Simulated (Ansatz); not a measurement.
The parent structure is Al$_{2}$Cu (space group I4/mcm, No. 140; a = 6.0058 Å, c = 4.7897 Å).

Level of theory: r2SCAN/PAW in Ansatz (a first-principles code), spin-orbit coupling left out.

Base values:

The pressure is 0.0 GPa and the band gap is zero.

Now apply this change: an isotropic linear strain of +4.31 %; the atoms relax in the strained cell.

Q: What happens to the energy relative to the base, largest internal atomic displacement, pressure and band gap?

A: The energy grows by 73 meV/atom; the largest internal atomic displacement is 0.011 Å; the pressure (mean of the normal stresses, compression positive) goes from zero to -10.7 GPa; the band gap remains zero.

Stability against distortions was not tested. The final runs are not spin-polarised.
